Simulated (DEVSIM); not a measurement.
Device: Ge n-p junction from an implanted or diffused profile, at 300 K.

```
layer (left to right)  material  thickness (μm)  Na (cm⁻³)  τn (s)  τp (s)
---------------------  --------  --------------  ---------  ------  ------
1                            Ge            7.80     2.3e14  1.2e-6  1.2e-6
```

Added donor profile: 5.9e17 cm⁻³ × exp(−(x − 0 μm)²/(2·(0.096 μm)²)). Left contact: ohmic. Right contact: ohmic. Voltage is applied to the left contact. Recombination: SRH at mid-gap. Mobility is μmin + (μ − μmin)/(1 + (N/Nref)^α).

This is a model device: material constants are rounded textbook-type values typed into the input, and sizes, dopings and lifetimes were drawn at random. Values at 300 K.

```
parameter           Ge
-------------  -------
gap (eV)         0.664
affinity (eV)        4
permittivity        16
Nc (cm⁻³)      1.04e19
Nv (cm⁻³)         6e18
μn (cm²/Vs)       3900
μp (cm²/Vs)       1900
μn,min             150
μp,min             100
Nref,n          2.6e17
Nref,p            4e17
αn                0.56
αp                 0.6
```

Simulated with DEVSIM: 1D drift-diffusion, Boltzmann statistics, complete ionisation; no tunnelling, impact ionisation, image-force lowering or self-heating.

Give the dark forward current.


```json
[
 {"V (V)": "-0.05", "J (A/cm²)": "-0.26"},
 {"V (V)": "-0.10", "J (A/cm²)": "-1.8"},
 {"V (V)": "-0.15", "J (A/cm²)": "-8.4"},
 {"V (V)": "-0.20", "J (A/cm²)": "-30"},
 {"V (V)": "-0.25", "J (A/cm²)": "-89"},
 {"V (V)": "-0.30", "J (A/cm²)": "-220"},
 {"V (V)": "-0.35", "J (A/cm²)": "-430"},
 {"V (V)": "-0.40", "J (A/cm²)": "-720"},
 {"V (V)": "-0.45", "J (A/cm²)": "-1000"},
 {"V (V)": "-0.50", "J (A/cm²)": "-1300"},
 {"V (V)": "-0.55", "J (A/cm²)": "-1600"},
 {"V (V)": "-0.60", "J (A/cm²)": "-1900"},
 {"V (V)": "-0.65", "J (A/cm²)": "-2100"}
]
```
